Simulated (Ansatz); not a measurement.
A relaxation of cell and atoms of TiSi₂ (Fddd, 6 atoms in the cell) with Ansatz (a first-principles code).

Level of theory: PBE, PAW files (plane waves; Ansatz).

```yaml
crystal:
  lattice:
    - [0.00000, 4.20810, 4.35668]
    - [2.44208, 0.00000, 4.35668]
    - [2.44208, 4.20810, 0.00000]
  atoms:
    - { symbol: Ti, position: [0.50000, 0.50000, 0.50000] }
    - { symbol: Ti, position: [0.75000, 0.75000, 0.75000] }
    - { symbol: Si, position: [0.83743, 0.16257, 0.83743] }
    - { symbol: Si, position: [0.16257, 0.83743, 0.16257] }
    - { symbol: Si, position: [0.41257, 0.08743, 0.41257] }
    - { symbol: Si, position: [0.08743, 0.41257, 0.08743] }
```

Reference input (self-consistent single point, DFT, PBE, plane waves, PAW files): kpoints.mp_grid.grid = 7 7 7; hamiltonian.xc = pbe; hamiltonian.pseudopotentials = {kind: paw} (an earlier, softer set of the program's PAW files); scf.occupations.method = gaussian; scf.occupations.width = 0.05 eV. This run's input differs from it in these lines:

```diff
@@ -20,2 +20,4 @@
   occupations: { method: gaussian, width: 0.05 }
+relax:
+  cell: {}
 output:
```

Output, abridged:

```
   [... SCF lines of the steps left out ...]
relax step   1: F+E_penalty+E_count = -7545.81977898 eV  Δ(F+E_penalty+E_count) = +0.000e0 eV  max|allowed force component| = 9.435e-3 eV/Å  Δτ_max = 0.0000 Å  P = -6.619 GPa  Ω = 89.543 Å³  (7 SCF iters, dr2 threshold 1.00e-7 eV, accepted)
relax step   2: F+E_penalty+E_count = -7545.90525011 eV  Δ(F+E_penalty+E_count) = -8.547e-2 eV  max|allowed force component| = 2.416e-2 eV/Å  Δτ_max = 0.0065 Å  P = +1.946 GPa  Ω = 83.724 Å³  energy of the carried Pulay correction = +9.237e-4 eV  (6 [...]
   [... lines left out ...]
relax step   5: F+E_penalty+E_count = -7545.91896374 eV  Δ(F+E_penalty+E_count) = -1.839e-5 eV  max|allowed force component| = 1.657e-3 eV/Å  Δτ_max = 0.0000 Å  P = +0.005 GPa  Ω = 84.980 Å³  energy of the carried Pulay correction = +7.241e-4 eV  (6 [...]
relax step   6: F+E_penalty+E_count = -7545.91806045 eV  Δ(F+E_penalty+E_count) = +9.033e-4 eV  max|allowed force component| = 1.699e-3 eV/Å  Δτ_max = 0.0000 Å  P = +0.017 GPa  Ω = 84.980 Å³  stress off target by 1.95e-2 GPa  SCF on the basis [...]
basis re-selected at this cell: Δ(F+E_penalty+E_count) = +9.033e-4 eV, ΔP = +0.013 GPa vs the last step
the relaxation is at rest under the 8 symmetry operations that the run kept from its start: a minimum is not shown …
Free energy (F): -7545.918060 eV
Internal energy: -7545.914819 eV  (E = F + TS)
E sigma→0 (E₀):  -7545.916440 eV
Entropy (-TS):   -0.003242 eV (-0.540 meV/atom)
Fermi energy:    12.402388 eV
--- Forces (eV/Å), atoms counted from 1 ---
  atom   1  Ti     0.00000000    -0.00000000     0.00000000
   [... lines left out ...]
  cell:  # Å, volume = 84.9803 Å³
   [... lines left out ...]
    - { symbol: Si, position: [0.8371058462757007, 0.16289415372429916, 0.8371058462757006] }
    - { symbol: Si, position: [0.16289415372429938, 0.8371058462757005, 0.16289415372429944] }
    - { symbol: Si, position: [0.4128941537242995, 0.08710584627570048, 0.4128941537242995] }
    - { symbol: Si, position: [0.08710584627570062, 0.41289415372429933, 0.08710584627570064] }
```

The run converged.  The full log also holds: “iter 5 did not close the SCF: its close was put off for the readings that it lacked (scf_convergence_deferred on its scf_iter line)”. The full log also holds: “iter 5 did not close the SCF: its close was put off for the readings that it lacked (scf_convergence_deferred on its scf_iter line)”.

Summary of the result:
* **Free energy E − TS (on the zero of these files)**: -7545.9181 eV
* **Fermi level (on the code's own zero)**: 12.40 eV
* **Pressure**: 0.02 GPa
* **Largest force (vector length)**: 0.002 eV/Å
* **Final cell**: a = 5.9482 Å, b = 4.9149 Å, c = 4.7729 Å, α = 75.74°, β = 53.21°, γ = 51.05°
* **Final volume per atom**: 14.16 Å³
* **Relaxation steps**: 6

The starting cell comes from a database of computed structures (which also holds hypothetical and non-ambient phases and stackings), without a prior relaxation at this level. Its lattice was rescaled by a random factor within 2.5 % of one. Spin polarisation is off. The relaxation keeps the symmetry of its start, so its end need not be a minimum. Ansatz's pressure includes its estimate of the finite-basis (Pulay) stress.

Cost on one core of a shared machine: roughly 80 s.

Keys are those of Ansatz 0.2.
